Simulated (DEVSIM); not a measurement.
Device: Au/La2O3/n-InP capacitor, at 300 K.

```
layer (left to right)  material  thickness (nm)  Nd (cm⁻³)
---------------------  --------  --------------  ---------
1                         La2O3            4.00          -
2                           InP            1800     1.2e17
```

Metal gate on the left, work function 5.1 eV. Fixed charge at the semiconductor interface -2.4e10 cm⁻² (in units of +e); interface traps 2.7e12 cm⁻² eV⁻¹, uniform in energy, neutral level at 0.5 of the gap above the valence band.

The device is made up for the run: typed textbook-type constants, with dimensions and the other settings drawn at random. Values at 300 K.

| parameter | La2O3 | InP |
|---|---|---|
| gap (eV) | 5.8 | 1.344 |
| affinity (eV) | 1.8 | 4.38 |
| permittivity | 27 | 12.5 |
| Nc (cm⁻³) | - | 5.7e17 |
| Nv (cm⁻³) | - | 1.1e19 |

DEVSIM, 1D Poisson equation in equilibrium, Boltzmann statistics, complete ionisation; no quantum confinement or tunnelling. Metal contacts follow the ideal Schottky-Mott rule: no Fermi-level pinning, no interface dipoles.

Problem. Tabulate band edges, carrier densities and field at -0.2 V on the gate.

Solution. Energies count from the Fermi level of the right contact; mesh points crowd at the junctions.

```csv
x (μm),Ec (eV),Ev (eV),n (cm⁻³),p (cm⁻³),field (V/cm)
0.000,3.500,-2.300,< 1e2,< 1e2,-110000
0.0009666,3.489,-2.311,< 1e2,< 1e2,-110000
0.002132,3.476,-2.324,< 1e2,< 1e2,-110000
0.003324,3.462,-2.337,< 1e2,< 1e2,-110000
0.004524,0.866,-0.478,1600,1.0e11,-170000
0.006156,0.839,-0.505,4600,3.6e10,-160000
0.009594,0.784,-0.560,39000,4.3e9,-160000
0.01969,0.633,-0.711,1.3e7,1.3e7,-140000
0.03715,0.415,-0.929,6.2e10,2700,-110000
0.07037,0.145,-1.199,2.1e15,< 1e2,-52000
0.1403,0.041,-1.303,1.2e17,< 1e2,-540
0.3458,0.040,-1.304,1.2e17,< 1e2,≈ 0
0.7012,0.040,-1.304,1.2e17,< 1e2,≈ 0
1.205,0.040,-1.304,1.2e17,< 1e2,≈ 0
1.573,0.040,-1.304,1.2e17,< 1e2,≈ 0
1.687,0.040,-1.304,1.2e17,< 1e2,≈ 0
1.747,0.040,-1.304,1.2e17,< 1e2,≈ 0
1.776,0.040,-1.304,1.2e17,< 1e2,≈ 0
1.794,0.040,-1.304,1.2e17,< 1e2,≈ 0
1.799,0.040,-1.304,1.2e17,< 1e2,≈ 0
1.802,0.040,-1.304,1.2e17,< 1e2,≈ 0
1.804,0.040,-1.304,1.2e17,< 1e2,≈ 0
```
